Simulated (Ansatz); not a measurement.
## fcc Au (0 0 1) on zinc-blende InP (0 0 1) (film strained to the substrate, faces as cut)

A periodic stack without vacuum, fcc Au (0 0 1) on zinc-blende InP (0 0 1) (film strained to the substrate, faces as cut): substrate slab In6P5, film Au12, surface cells [[1, 0], [1, 1]] and [[0, -1], [2, 1]], film strained by +1.4 and +1.4 %, faces In/In and Au/Au as cut (like faces can put a slab off its formula).

The start was prepared with a machine-learned potential, and the result is one local minimum, with the in-plane cell held and forces under 0.04 eV/Å; the film can end far from its bulk form.

Calculation: PBE (plane waves to 420 eV, PAW; Ansatz, an electronic-structure program). No spin–orbit coupling; the runs are not spin-polarised; PBE gaps are too small against experiment. Its k-point mesh 7×7×1, Fermi–Dirac width 0.05 eV.

| Property | Value |
|---|---|
| interface area | 17.8 Å² |
| period | 29.20 Å |
| gaps between the outermost planes at the two interfaces | 1.88 and 1.89 Å |
| Au–In contacts across the interfaces within 1.22 times the sum of covalent radii | 8, mean 2.89 Å |
| estimate of the barrier | withheld, since the Fermi level falls at or inside a band of the host, which a slab this thin can't settle |

```
Au12In6P5
1.0
    4.21261    -0.00112    -0.12141
   -0.00142     4.21345    -0.08807
   -1.20472     0.79034    29.23704
In P Au
6 5 12
Cartesian
 -0.59990   4.13260   3.86033
  1.37958   1.92398   0.80259
 -0.43447   4.25281   9.81808
  1.59336   2.08952   6.82315
 -0.30359   4.39462  15.83298
  1.74907   2.20260  12.77995
 -0.67079   1.99193   2.40567
 -0.47097   2.11541   8.37263
  1.54921   4.16490   5.28823
 -0.31607   2.24986  14.33808
  1.71302   4.27896  11.24680
 -0.18914   0.31466  19.95391
  1.91327   2.42001  19.87668
  1.86150   0.25156  17.74243
 -0.24594   2.36256  17.94298
 -0.08097   4.64452  23.92078
  2.02474   2.53031  23.91601
  1.97184   4.58189  21.83852
 -0.14079   2.48246  21.94152
  0.05741   4.77234  28.11246
  2.16551   2.64369  27.90622
  2.08686   4.69433  25.86875
 -0.01635   2.59275  26.00295
```
